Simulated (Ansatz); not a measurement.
# TiO2 under a change: biaxial strain +0.60 %, plane normal [001], relaxed out of plane

Start from TiO2 in the anatase structure (space group I4_1/amd, No. 141; a = 3.739 Å, c = 9.455 Å). Axes: x, y, z lie along a, b, c of the conventional cell.

Now apply this change: tensile biaxial strain of 0.60 % in the plane normal to [001], as in epitaxy on a mismatched substrate; the out-of-plane cell vector and the atoms relax.

Calculations: plane-wave PAW DFT at the LDA level (Ansatz, a program for electronic structure, 420 eV), scalar-relativistic without spin-orbit coupling. Γ-centred 12×12×12 mesh, Fermi–Dirac width 0.05 eV.

| quantity | base | changed | shift |
|---|---|---|---|
| volume per atom | 11.02 Å³ | 11.05 Å³ | +0.03 Å³ |
| space group | I4_1/amd (No. 141) | I4_1/amd (No. 141) | – |
| shortest interatomic distance | 1.911 Å | 1.919 Å | +0.008 Å |
| energy relative to the base (free energy F) | 0 meV/atom | +0.7 meV/atom | +0.7 meV/atom |
| band gap | 2.08 eV | 2.02 eV | -0.06 eV |
| gap character | indirect, Γ–X (87 % along) → Γ | indirect, Γ–X (87 % along) → Γ | – |
| out-of-plane strain | – | -0.92 % | – |

Final structure (turned so that z lies along the plane normal):

```xyz
6
Lattice="3.7618 0.0000 0.0000 0.0000 3.7618 0.0000 1.8809 -1.8809 4.6841" Properties=species:S:1:pos:R:3 pbc="T T T"
Ti     1.8809     0.0000     2.3421
Ti     0.0000     0.0000     0.0000
O      1.8809     0.0000     0.3820
O      1.8809     1.8809     2.7241
O      3.7618     0.0000     1.9600
O      1.8809     0.0000     4.3021
```

Stability against distortions was not tested. The final runs are not spin-polarised.
